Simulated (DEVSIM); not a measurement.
Device: illuminated Ge n-on-p cell, one wavelength, with a back-surface field, at 300 K.

```
layer (left to right)  material  thickness (μm)  Nd (cm⁻³)  Na (cm⁻³)   τn (s)   τp (s)  absorption coefficient (cm⁻¹)
---------------------  --------  --------------  ---------  ---------  -------  -------  -----------------------------
1                            Ge           0.300     1.2e18          -   4.7e-5   1.6e-5                          11000
2                            Ge            44.0          -     1.1e17  0.00018  0.00018                          11000
3                            Ge           0.530          -     2.5e18  0.00018  0.00018                          11000
```

Left contact: ohmic, minority hole recombination velocity 90000 cm/s. Right contact: ohmic, minority electron recombination velocity 9e5 cm/s. Voltage is applied to the left contact. Recombination: SRH at mid-gap, radiative, Auger. Light enters at the left, 8.5e17 photons cm⁻² s⁻¹, one pass, no reflection. Mobility is constant in doping.

Constants are typed, rounded textbook-type inputs, not results; the design itself was drawn at random and stands for no fabricated device. Values at 300 K; Nc and Nv go as T^1.5, mobilities as T to minus their exponent, the gap by Varshni's rule with the affinity fixed.

| parameter | Ge |
|---|---|
| gap (eV) | 0.664 |
| affinity (eV) | 4 |
| permittivity | 16 |
| Nc (cm⁻³) | 1.04e19 |
| Nv (cm⁻³) | 6e18 |
| μn (cm²/Vs) | 3900 |
| μp (cm²/Vs) | 1900 |
| T exponent of μn | 1.66 |
| T exponent of μp | 2.33 |
| B (cm³/s) | 6.4e-14 |
| Cn (cm⁶/s) | 1e-31 |
| Cp (cm⁶/s) | 1e-31 |
| Varshni α (eV/K) | 0.000477 |
| Varshni β (K) | 235 |

Simulated with DEVSIM: 1D drift-diffusion, Boltzmann statistics, complete ionisation; no tunnelling, impact ionisation, image-force lowering or self-heating.

The temperature was swept, all else fixed.

```csv
temperature (K),dark forward voltage at 100 A/cm² (V),potential step across the device at zero bias (V)
300,0.415,0.586
350,0.342,0.539
400,0.267,0.490
450,?,0.438
500,0.117,0.385
```

**Question.** Fill in the missing entries.

**Answer.** 
- 450, dark forward voltage at 100 A/cm² (V): 0.191
